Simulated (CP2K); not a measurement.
CP2K run on In2Sb (P6_3/mmc, 6 atoms in the cell): self-consistent single point.

Level of theory: CP2K 2026.2 with LDA (Pade form), GPW, DZVP-MOLOPT-SR-GTH basis, GTH-PADE potentials (GTH_POTENTIALS).

```
CELL_PARAMETERS angstrom
      5.37990     0.00000     0.00000
     -2.68995     4.65913     0.00000
      0.00000     0.00000     6.72255
ATOMIC_POSITIONS crystal
  In 0.66667 0.33333 0.25000
  In 0.33333 0.66667 0.75000
  In 0.00000 0.00000 0.50000
  In 0.00000 0.00000 0.00000
  Sb 0.66667 0.33333 0.75000
  Sb 0.33333 0.66667 0.25000
```

Reference input (self-consistent single point, DFT LDA (Pade form), GPW, DZVP-MOLOPT-SR-GTH basis, GTH-PADE potentials (GTH_POTENTIALS)): CUTOFF = 500 Ry; REL_CUTOFF = 60 Ry; SMEAR/METHOD = FERMI_DIRAC; ELECTRONIC_TEMPERATURE = 1578.21 K; KPOINTS/SCHEME = MONKHORST-PACK 5 5 4; GAMMA_CENTERED = T; XC_FUNCTIONAL = PADE; In/BASIS_SET = DZVP-MOLOPT-SR-GTH-q13; In/POTENTIAL = GTH-PADE-q13; Sb/BASIS_SET = DZVP-MOLOPT-SR-GTH-q5; Sb/POTENTIAL = GTH-PADE-q5; METHOD = GPW. This run's input differs from it in these lines:

```diff
@@ -40,3 +40,3 @@
     &KPOINTS
-      SCHEME MONKHORST-PACK 5 5 4
+      SCHEME MONKHORST-PACK 4 4 3
       GAMMA_CENTERED T
```

Log, with long lists cut:

```
 SCF WAVEFUNCTION OPTIMIZATION

  Step     Update method      Time    Convergence         Total energy    Change
     1 NoMix/Diag. 0.30E+00      -     0.61541366      -236.9944765993 -2.37E+02
     2 Broy./Diag. 0.30E+00      -     0.02553464      -237.8558239366 -8.61E-01
     3 Broy./Diag. 0.30E+00      -     0.10688443      -237.1138686274  7.42E-01
     4 Broy./Diag. 0.30E+00      -     0.01468995      -236.6918783406  4.22E-01
     5 Broy./Diag. 0.30E+00      -     0.00805877      -236.7298758050 -3.80E-02
     6 Broy./Diag. 0.30E+00      -     0.00396370      -236.7336825027 -3.81E-03
   [... 7 lines left out ...]
    14 Broy./Diag. 0.30E+00      -     0.00000089      -236.7184305192  4.67E-06
    15 Broy./Diag. 0.30E+00      -     0.00000021      -236.7184278488  2.67E-06
    16 Broy./Diag. 0.30E+00      -     0.00000043      -236.7184278109  3.79E-08
    17 Broy./Diag. 0.30E+00      -     0.00000007      -236.7184272293  5.82E-07
  *** SCF run converged in    17 steps ***

  Overlap energy of the core charge distribution:               0.00000000000904
  Self energy of the core charge distribution:               -383.71026137864192
  Core Hamiltonian energy:                                    116.30159951332587
  Hartree energy:                                              62.64446936502650
  Exchange-correlation energy:                                -31.94891283998557
  Electronic entropic energy:                                  -0.00532188890208
  Fermi energy:                                                 0.20350935215031

  Total energy:                                              -236.71842722932357
  Total energy (extrapolated to T->0):                       -236.71576628487253

                     Mulliken Population Analysis

   [... lines left out ...]

 STRESS| Analytical stress tensor [bar]
 STRESS|                        x                   y                   z
 STRESS|      x       -2.06107713650E+04   2.83104138265E-01  -4.89609160360E-07
 STRESS|      y        2.83104138265E-01  -2.06101351314E+04   7.80424615260E-02
 STRESS|      z       -4.89609160360E-07   7.80424615260E-02  -5.44521764073E+04
 STRESS| 1/3 Trace                                            -3.18910276345E+04
```

The run converged in 17 iterations. Against the reference run the free energy falls by 6.8 meV/atom and the pressure goes from -3.49 to -3.19 GPa.

The starting cell comes from a database of computed structures (which also holds hypothetical and non-ambient phases and stackings), without a prior relaxation at this level. Values carry the incompleteness of an atom-centred basis. With a pressure of about -3 GPa the cell is away from its equilibrium volume at this level. The run gives no clean gap (levels at the Fermi energy touch, overlap or are partly filled at this smearing), which alone does not show that the compound is a metal.

Cost on one core of a shared machine: roughly 2 min.
